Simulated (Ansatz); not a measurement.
We consider antifluorite K2S, described by PBE (plane waves, PAW; Ansatz, a program for electronic structure).

Run with plane-wave cutoff 520 eV, 8×8×8 k mesh, Fermi–Dirac smearing 0.01 eV, scalar-relativistic PAW data made under PBE.

Results at a series of volumes:

| V (Å³/atom) | E − E_lowest (meV/atom) | P (GPa) |
|---|---|---|
| 32.557 | 7.95 | 1.295 |
| 33.250 | 3.40 | 0.816 |
| 33.943 | 0.82 | 0.386 |
| 34.635 | 0.00 | 0.000 |
| 35.328 | 0.76 | -0.346 |
| 36.021 | 2.94 | -0.657 |
| 36.713 | 6.40 | -0.937 |

### Question
Fit the third-order Birch–Murnaghan equation and give B0 and B′.

### Answer
V0 = 34.636 Å³/atom, B0 = 18.3 GPa, B′ = 4.4 (fit to the energies at full precision).

Measured, for comparison: equilibrium volume per atom 33.65 Å³/atom (temperature not stated, not corrected to a static lattice; as tabulated in Syrotyuk et al. (2015), arXiv:1510.06546). Computed (rounded) less measured: equilibrium volume per atom +2.9 %.

The computed numbers hold no vibrational or temperature effects.
